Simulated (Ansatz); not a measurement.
## InP: response to strain

Base system: InP in the zinc blende structure (space group F-43m, No. 216).

InP has the cubic space group F-43m (No. 216), the zinc blende structure, Pearson symbol cF8. Lattice parameters: a = b = c = 5.8269 Å, α = β = γ = 90.00°. In on 4a has 4 P at 2.523 Å (tetrahedral). P on 4d is coordinated by 4 In at 2.523 Å (tetrahedral). (Neighbours: up to the widest gap in distance over summed covalent radii, below 1.35, at either atom; cation-cation and far metal-metal contacts left out.)
(The calculation used a cell of 2 atoms; values per cell refer to that cell.)

Strains are applied to the cell and any free atomic positions relax.

Calculations: Kohn–Sham DFT with the LDA functional, run in Ansatz (an electronic-structure program) with PAW and 420 eV plane waves, no SOC.

Notes on the quantities. energy relative to the base: free energy F.

```
change                    shortest interatomic distance  band gap   pressure  energy relative to the base
------------------------  -----------------------------  --------  ---------  ---------------------------
base                                           252.3 pm   0.58 eV   0.00 GPa                   0 meV/atom
isotropic strain −2.50 %                       246.0 pm   0.98 eV   6.44 GPa                 +34 meV/atom
isotropic strain −1.50 %                       248.5 pm   0.82 eV   3.58 GPa                 +12 meV/atom
isotropic strain −1.00 %                       249.8 pm   0.74 eV   2.30 GPa                +5.1 meV/atom
isotropic strain +0.50 %                       253.6 pm   0.50 eV  -1.03 GPa                +1.2 meV/atom
isotropic strain +1.00 %                       254.8 pm   0.42 eV  -1.98 GPa                +4.8 meV/atom
isotropic strain +1.50 %                       256.1 pm   0.33 eV  -2.87 GPa                 +11 meV/atom
isotropic strain +2.00 %                       257.4 pm   0.25 eV  -3.68 GPa                 +18 meV/atom
isotropic strain +2.50 %                       258.6 pm   0.18 eV  -4.43 GPa                 +28 meV/atom
isotropic strain +3.00 %                       259.9 pm   0.10 eV  -5.11 GPa                 +40 meV/atom
```

No phonon test of stability was made. The zero or small gap of InP under isotropic strain +2.00 %, InP under isotropic strain +2.50 % and InP under isotropic strain +3.00 % can change with the level of theory.
